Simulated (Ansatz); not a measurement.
**Habitual settings against a tight run: Sr₂In₃Rh₂ (C2/m, 7 atoms in the cell)**

Self-consistent single point.

```
CELL_PARAMETERS angstrom
      5.52323    -2.14305     0.00000
      5.52323     2.14305     0.00000
     -3.42776     0.00000     7.22235
ATOMIC_POSITIONS crystal
  Sr 0.85604 0.85604 0.22504
  Sr 0.14396 0.14396 0.77496
  In 0.50000 0.50000 0.00000
  In 0.64281 0.64281 0.44283
  In 0.35719 0.35719 0.55717
  Rh 0.87336 0.87336 0.79329
  Rh 0.12664 0.12664 0.20671
```

Method of the run: LDA (PW92), default PAW files made with PBE (plane waves; Ansatz, a program for electronic structure).

Base settings: basis.ecutwfc = 30.9 Ry; kpoints.mp_grid.grid = 6 6 4; hamiltonian.xc = lda; hamiltonian.pseudopotentials = {kind: paw} (the program's default PAW files); scf.occupations.method = gaussian; scf.occupations.width = 0.02 Ry.

Tight run (finer mesh or higher cutoff; not a proven limit): basis.ecutwfc: 30.9 Ry → 43.4 Ry; kpoints.mp_grid.grid: 6 6 4 → 9 9 6; scf.convergence.dr2_threshold: default (1e-07 eV) → 1e-09 eV. It gave Fermi level (on the code's own zero) 11.22 eV; pressure -4.60 GPa; largest force (vector length) 0.092 eV/Å.

Quick runs, as changes from the base:
- A: the base itself
- B: basis.ecutwfc: 30.9 Ry → 15.4 Ry; kpoints.mp_grid.grid: 6 6 4 → 2 2 2; scf.occupations.method: gaussian → cold; scf.occupations.width: 0.02 Ry → 0.0367 Ry
- C: kpoints.mp_grid.grid: 6 6 4 → 4 4 4; hamiltonian.xc: lda → pbesol; scf.convergence.dr2_threshold: default (1e-07 eV) → 0.0001 eV [PBEsol]
- D: basis.ecutwfc: 30.9 Ry → 15.4 Ry; kpoints.mp_grid.grid: 6 6 4 → 4 4 4; scf.occupations.method: gaussian → methfessel_paxton; scf.occupations.width: 0.02 Ry → 0.0147 Ry; scf.convergence.dr2_threshold: default (1e-07 eV) → 0.0001 eV
- E: basis.ecutwfc: 30.9 Ry → 18.4 Ry; kpoints.mp_grid.grid: 6 6 4 → 3 3 3; hamiltonian.xc: lda → pbesol; scf.occupations.width: 0.02 Ry → 0.0367 Ry [PBEsol]
- F: basis.ecutwfc: 30.9 Ry → 18.4 Ry; kpoints.mp_grid.grid: 6 6 4 → 6 6 6; scf.occupations.method: gaussian → methfessel_paxton; scf.occupations.width: 0.02 Ry → 0.0147 Ry; scf.convergence.dr2_threshold: default (1e-07 eV) → 0.0001 eV

Energies are extrapolated to zero smearing width, which holds to low order in the width alone.

Dashes: energy of C, E, another energy zero.

† marks runs with another functional, U, potentials or spin treatment: their distance from the tight run is not a convergence error alone.

The count of work is k-points × plane waves × bands × iterations; it is no time. 

Pressures in the table are Ansatz's without its Pulay estimate, at a fixed set of plane waves; the tight run's value above holds the estimate.

The starting cell comes from a database of computed structures (which also holds hypothetical and non-ambient phases and stackings), without a prior relaxation at this level. Its lattice was rescaled by a random factor within 2.5 % of one. Spin polarisation is off. In the base run, with a pressure of about -5 GPa the cell is away from its equilibrium volume at this level.

```tsv
run	energy less tight (meV/atom)	pressure less tight (GPa)	largest miss in a force vector (eV/Å)	count of work / tight
A	2.3	0.02	0.011	0.16
B	4610.2	-164.88	0.684	0.0082
C†	–	2.49	0.124	0.062
D	4619.1	-163.07	0.512	0.021
E†	–	-37.38	0.307	0.016
F	879.9	-40.70	0.129	0.081
```

Among the runs at the tight run's level, the energy misses run from 2.3 to 4619.1 meV/atom.

Keys are those of Ansatz 0.2.
